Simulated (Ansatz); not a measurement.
Cells marked so need not be the phases stable at ambient conditions, and some may be hypothetical.

The gap is the functional's own, uncorrected, and κ follows it; spin-orbit coupling is left out. Mid-gap values are interpolated between the computed energies.

A. SiO₂ (P6_422, not sure to be the ambient phase, 9 atoms a cell, 13.7 Å³ an atom), along the normal of (110)
B. BaAlGeH (P3m1, not sure to be the ambient phase, 4 atoms a cell, 21.8 Å³ an atom), along the normal of (100)
C. In$_{2}$O$_{3}$ (R-3c, corundum, not sure to be the ambient phase, 10 atoms a cell, 12.8 Å³ an atom), along the normal of (110)

**Question.** Order them by mid-gap decay constant of the slowest evanescent state (highest first) at the level Ansatz (a program for electronic structure) with r2SCAN.

**Answer.** A (0.52 1/Å), C (0.17 1/Å), B (0.10 1/Å)
